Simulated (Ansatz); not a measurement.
Hypothetical rock salt SnC, response to strain

Base system: SnC in the rock salt structure (space group Fm-3m, No. 225; a hypothetical phase, not in the database extracts checked; relaxed with 0.1 eV smearing).

```yaml
crystal:
  lattice:
    - [0.00000, 2.37256, 2.37256]
    - [2.37256, 0.00000, 2.37256]
    - [2.37256, 2.37256, 0.00000]
  atoms:
    - { symbol: C, position: [0.00000, 0.00000, 0.00000] }
    - { symbol: Sn, position: [0.50000, 0.50000, 0.50000] }
```

Cartesian axes are those of the cell as printed.

Strains are applied to the cell and any free atomic positions relax; under biaxial strain the out-of-plane vector relaxes too.

All numbers come from PBEsol in Ansatz (plane waves to 420 eV, PAW, no spin-orbit coupling).

Notes on the quantities. pressure: mean of the normal stresses, compression positive.

```csv
case,volume per atom,pressure,space group
base,13.36 Å³,0.0 GPa,Fm-3m (No. 225)
"biaxial strain −0.32 %, plane normal [110], relaxed out of plane",13.29 Å³,0.7 GPa,Immm (No. 71)
"biaxial strain +0.35 %, plane normal [111], relaxed out of plane",13.43 Å³,-0.8 GPa,R-3m (No. 166)
"biaxial strain +2.97 %, plane normal [111], relaxed out of plane",13.98 Å³,-5.9 GPa,R-3m (No. 166)
isotropic strain −1.46 %,12.78 Å³,7.2 GPa,Fm-3m (No. 225)
isotropic strain +0.55 %,13.58 Å³,-2.3 GPa,Fm-3m (No. 225)
isotropic strain +2.82 %,14.52 Å³,-10.0 GPa,Fm-3m (No. 225)
isotropic strain +5.24 %,15.57 Å³,-15.5 GPa,Fm-3m (No. 225)
isotropic strain +5.66 %,15.75 Å³,-16.2 GPa,Fm-3m (No. 225)
uniaxial strain ε_xx = +1.10 %,13.50 Å³,-1.5 GPa,I4/mmm (No. 139)
```

No phonon test of stability was made. All final runs are without spin polarisation.

Ansatz is a program for electronic structure.
